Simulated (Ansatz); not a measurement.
Take LiNbO₃ (space group R3c, No. 161) as the base.

```
CELL_PARAMETERS angstrom
      2.56733     1.48225     4.60804
     -2.56733     1.48225     4.60804
      0.00000    -2.96450     4.60804
ATOMIC_POSITIONS crystal
  Li 0.28078 0.28078 0.28078
  Li 0.78078 0.78078 0.78078
  Nb 0.99839 0.99839 0.99839
  Nb 0.49839 0.49839 0.49839
  O  0.10932 0.35998 0.71863
  O  0.71863 0.10932 0.35998
  O  0.35998 0.71863 0.10932
  O  0.21863 0.85998 0.60932
  O  0.85998 0.60932 0.21863
  O  0.60932 0.21863 0.85998
```

The values are results of PBEsol (Ansatz, a first-principles code, PAW, scalar-relativistic without spin-orbit coupling), not measurements.

Base values:

```
Quantity           Result
---------------  --------
Volume per atom  10.52 Å³
```

Now apply this change: hydrostatic tension (pressure −1 GPa).

How does this affect the volume per atom?

The volume per atom grows by 0.095 Å³ (10.52 Å³ → 10.62 Å³).

Load acts through the strain it causes; cell and atoms are relaxed under it. No phonon test of stability was made.
